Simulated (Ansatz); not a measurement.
A self-consistent single point of LiLaO2 (P2_1/c, 16 atoms in the cell) with Ansatz (a first-principles code).

Method: BLYP, default PAW files made with PBE (plane waves; Ansatz).

```yaml
crystal:
  lattice:
    - [5.92689, 0.00000, 0.00000]
    - [0.00000, 6.23923, 0.00000]
    - [-1.31580, 0.00000, 5.74644]
  atoms:
    - { symbol: Li, position: [0.34508, 0.36114, 0.32702] }
    - { symbol: Li, position: [0.65492, 0.63886, 0.67298] }
    - { symbol: Li, position: [0.65492, 0.86114, 0.17298] }
    - { symbol: Li, position: [0.34508, 0.13886, 0.82702] }
    - { symbol: La, position: [0.79999, 0.43156, 0.19422] }
    - { symbol: La, position: [0.20001, 0.56844, 0.80578] }
    - { symbol: La, position: [0.20001, 0.93156, 0.30578] }
    - { symbol: La, position: [0.79999, 0.06844, 0.69422] }
    - { symbol: O, position: [0.08706, 0.23937, 0.01337] }
    - { symbol: O, position: [0.91294, 0.76063, 0.98663] }
    - { symbol: O, position: [0.91294, 0.73937, 0.48663] }
    - { symbol: O, position: [0.08706, 0.26063, 0.51337] }
    - { symbol: O, position: [0.57182, 0.36782, 0.79168] }
    - { symbol: O, position: [0.42818, 0.63218, 0.20832] }
    - { symbol: O, position: [0.42818, 0.86782, 0.70832] }
    - { symbol: O, position: [0.57182, 0.13218, 0.29168] }
```

Reference input (self-consistent single point, DFT, PBEsol, plane waves, default PAW files made with PBE): kpoints.mp_grid.grid = 4 4 4; hamiltonian.xc = pbesol; hamiltonian.pseudopotentials = {kind: paw} (the program's default PAW files); scf.occupations.method = fermi_dirac; scf.occupations.width = 0.05 eV. This run's input differs from it in these lines:

Ansatz 0.2 input:
```diff
@@ -26,3 +26,3 @@
 hamiltonian:
-  xc: pbesol
+  xc: blyp
   pseudopotentials: { kind: paw }
```

The program printed (abridged):

```
SCF iter   1: F=—  HF=-30478.114565 eV  |F-HF|=—  |Δ(HF+E_count)|=         —  Δρ=2.05e-2  dr2=7.37e-1  ethr=1.77e-3  ⟨swp⟩=6.0  Hψ=8619  notcnv=0
all-band conjugate gradients solve this SCF's bands
preconditioner: auto → Resta (q_TF=auto, 2.422 Å⁻¹)
SCF iter   2: F=—  HF=-30477.963708 eV  |F-HF|=—  |Δ(HF+E_count)|=   1.51e-1  Δρ=7.33e-3  dr2=9.04e-2  ethr=7.08e-4  ⟨swp⟩=3.0  Hψ=4096  notcnv=0  defer=335
   [... lines left out ...]
SCF iter   5: F=—  HF=-30477.945437 eV  |F-HF|=—  |Δ(HF+E_count)|=   1.09e-4  Δρ=4.00e-4  dr2=2.92e-4  ethr=2.03e-7  ⟨swp⟩=2.0  Hψ=3024  notcnv=0  defer=336
SCF iter   6: F=—  HF=-30477.945381 eV  |F-HF|=—  |Δ(HF+E_count)|=   5.55e-5  Δρ=5.18e-5  dr2=4.80e-6  ethr=2.03e-7  ⟨swp⟩=2.2  Hψ=2850  notcnv=0  defer=336
SCF iter   7: F=—  HF=-30477.945178 eV  |F-HF|=—  |Δ(HF+E_count)|=   2.03e-4  Δρ=8.28e-6  dr2=1.84e-7  ethr=4.61e-9  ⟨swp⟩=2.0  Hψ=3447  notcnv=0  defer=336
SCF iter   8: F=-30477.945179 eV  HF=-30477.945179 eV  |F-HF|=9.46e-11  |Δ(HF+E_count)|=   1.00e-7  Δρ=2.09e-6  dr2=1.04e-8  ethr=9.62e-11  ⟨swp⟩=14.9  Hψ=11258  notcnv=0
SCF 1 converged in 8 iterations: F = -30477.945179 eV  dr2 = 1.04e-8
Free energy (F): -30477.945179 eV
Internal energy: -30477.945179 eV  (E = F + TS)
E sigma→0 (E₀):  -30477.945179 eV
Fermi energy:    10.716459 eV
--- Forces (eV/Å), atoms counted from 1 ---
  atom   1  Li    -0.00242761    -0.00469622    -0.09446089
  atom   2  Li     0.00242761     0.00469622     0.09446089
  atom   3  Li     0.00242761    -0.00469622     0.09446089
  atom   4  Li    -0.00242761     0.00469622    -0.09446089
  atom   5  La    -0.05859305     0.00695160     0.02854625
  atom   6  La     0.05859305    -0.00695160    -0.02854625
  atom   7  La     0.05859305     0.00695160    -0.02854625
  atom   8  La    -0.05859305    -0.00695160     0.02854625
  atom   9  O      0.14023153    -0.02733854     0.01907364
   [... lines left out ...]
  atom  16  O     -0.03728556    -0.09640892    -0.08141969
--- Stress (GPa, compression-positive) ---
        3.441987       0.000000       0.425950
        0.000000       3.111835       0.000000
        0.425949       0.000000       4.073753
  P = ⅓ Tr σ = 3.5425 GPa (35.425 kbar)
  The stress holds the Pulay correction. Without it, at fixed plane waves, as pw.x and ABINIT print it: P = 2.9852 GPa
```

The run converged in 8 iterations. Against the reference run the pressure goes from -4.76 to 3.54 GPa, the largest force goes from 0.103 to 0.144 eV/Å and the gap on the mesh goes from 3.658 to 3.868 eV.

The starting cell comes from a database of computed structures (which also holds hypothetical and non-ambient phases and stackings), without a prior relaxation at this level. With a pressure of about 4 GPa the cell is away from its equilibrium volume at this level. Ansatz's pressure includes its estimate of the finite-basis (Pulay) stress. Without the estimate this run gives 2.99 GPa.

Cost on one core of a shared machine: roughly 70 s.
